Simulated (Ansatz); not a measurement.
Base system: MoS2 (space group P6_3/mmc, No. 194; a = 3.1493 Å, c = 12.0895 Å; layered, stacked along the Cartesian z axis).

The values are results of PBE-D3(BJ) (Ansatz, an electronic-structure program; PAW; 420 eV plane waves; no spin-orbit coupling), not measurements.

Now apply this change: every lattice vector is shortened by 0.60 %; the atoms relax in the strained cell.

Task: What happens to the mean gap deformation potential ΔEg/Δln V?

Result: The mean gap deformation potential ΔEg/Δln V is +2.0 eV.

No phonon test of stability was made.
